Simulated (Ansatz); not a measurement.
Defect: F-vacancy pair (F on one host O site, one O site vacant) in monoclinic ZrO2, charge state +3. Computed with PBE, PAW (plane waves to 420 eV; Ansatz, a quantum-chemistry and plane-wave program).

Cell of 96 host sites held at the relaxed PBE lattice; the Γ point alone; Fermi-Dirac width 0.01 eV, spin-restricted; finite-size errors left in. Energies are static. The charge state is imposed; whether it is stable for some Fermi level was not computed. Forms of the defect that were not tried may lie lower. The start lies 0.72 eV above the lowest site run (PBE).

Barriers: single points on a 2×2×2 k-point mesh shifted by half a step at the bands' geometries.

The step: direct exchange of F with the vacancy (F-vacancy distance between ideal sites 2.57 Å throughout). Atoms about the jump, Cartesian Å from the middle of the jump, before and after:

| atom | x0 | y0 | z0 | x1 | y1 | z1 |
|---|---|---|---|---|---|---|
| F1 | -0.82 | -0.19 | -0.36 | 0.82 | 0.19 | 0.36 |
| Zr2 | -0.46 | -1.11 | 1.61 | -0.37 | -1.11 | 1.65 |
| Zr3 | 0.14 | 1.44 | -1.44 | 0.24 | 1.49 | -1.39 |
| O4 | 0.80 | -2.33 | 0.25 | 0.74 | -2.40 | 0.23 |
| O5 | -1.56 | 0.51 | 2.19 | -1.53 | 0.52 | 2.13 |
| O6 | 1.68 | 0.11 | -2.06 | 1.73 | 0.14 | -2.15 |
| O7 | 0.95 | 2.38 | 0.24 | 0.87 | 2.73 | 0.22 |
| O8 | -2.09 | -2.07 | 1.09 | -2.05 | -1.99 | 1.00 |
| O9 | -0.68 | 0.52 | -3.14 | -0.71 | 0.43 | -2.94 |
| O10 | -1.62 | 2.37 | -1.54 | -1.60 | 2.28 | -1.44 |
| Zr11 | 2.50 | -1.48 | -0.84 | 2.44 | -1.45 | -0.83 |
| Zr12 | -2.94 | -1.44 | -0.82 | -3.04 | -1.48 | -0.83 |
| O13 | -1.56 | -2.78 | -1.52 | -1.57 | -2.72 | -1.55 |
| O14 | 0.85 | 0.12 | 2.98 | 0.82 | 0.11 | 3.10 |

**Question.** Give the saddle-point geometry and the barrier.

**Answer.** 
| atom | x | y | z |
|---|---|---|---|
| F1 | -0.25 | -0.09 | -0.14 |
| Zr2 | -0.47 | -1.13 | 1.67 |
| Zr3 | 0.18 | 1.49 | -1.45 |
| O4 | 0.80 | -2.44 | 0.27 |
| O5 | -1.59 | 0.48 | 2.22 |
| O6 | 1.73 | 0.14 | -2.12 |
| O7 | 0.94 | 2.50 | 0.23 |
| O8 | -2.10 | -2.04 | 1.03 |
| O9 | -0.69 | 0.50 | -3.07 |
| O10 | -1.63 | 2.33 | -1.50 |
| Zr11 | 2.46 | -1.48 | -0.83 |
| Zr12 | -3.02 | -1.47 | -0.83 |
| O13 | -1.57 | -2.74 | -1.53 |
| O14 | 0.84 | 0.12 | 3.00 |
It lies 0.051 eV above the start and 0.18 eV above the end. The saddle point's order was not checked.
